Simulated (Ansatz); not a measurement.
Relaxation of the outer planes of the (111) surface of fcc Au in its 1x1 cell (the real clean face reconstructs), outermost plane spacing 2.40 Å in the ideal cut.

All values below come from PBE (plane waves to 420 eV, PAW; Ansatz, a quantum-chemistry and plane-wave program).

Model: 6-atom slab, 12.0 Å thick at the start, 15x15x1 mesh, Fermi-Dirac 0.1 eV, dipole correction, all atoms relaxed; symmetry of the start imposed; no spin, no spin-orbit, no U.

```
plane  atoms  bulk spacing to the next (Å)  relaxed spacing (Å)  change (%)  rumpling (Å)
-----  -----  ----------------------------  -------------------  ----------  ------------
1         Au                         2.400                  ___         ___          0.00
2         Au                         2.400                2.394        -0.3          0.00
```

**Question.** Fill in the missing entries.

**Answer.** 
- 1, relaxed spacing (Å): 2.428
- 1, change (%): 1.2
